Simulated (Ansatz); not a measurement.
Bi, alloy series

The reference is Bi in the A7 type structure (space group R-3m, No. 166; a = 4.5332 Å, c = 11.6537 Å (hexagonal axes)).

The other end (x = 1) is As (space group R-3m, No. 166; layered): 20.89 Å³/atom, gap zero.

As replaces a fraction x of Bi; each row is one arrangement (x, atoms in the cell, starting space group or random), fully relaxed.

Computed with Kohn–Sham DFT with the PBE-D3(BJ) functional, run in Ansatz (an electronic-structure program) with PAW and 420 eV plane waves, no spin-orbit coupling.

Candidates:
(a) x(As) = 0.5, 4 atoms, C2/m
(b) x(As) = 0.875, 8 atoms, Pm
(c) x(As) = 0.5, 6 atoms, P3m1

For the base:

The volume per atom is 34.57 Å³.

Task: Order them by volume per atom, highest first.

Result: (a) x(As) = 0.5, 4 atoms, C2/m (27.35 Å³), (c) x(As) = 0.5, 6 atoms, P3m1 (27.01 Å³), (b) x(As) = 0.875, 8 atoms, Pm (22.97 Å³)

Each cell is one ordered arrangement of few atoms, which overstates ordering effects compared with a random alloy. With Bi present, leaving out spin-orbit coupling can change the band edges. No phonon test of stability was made. All final runs are without spin polarisation. The zero or small gap of BiAs and BiAs7 can change with the level of theory.
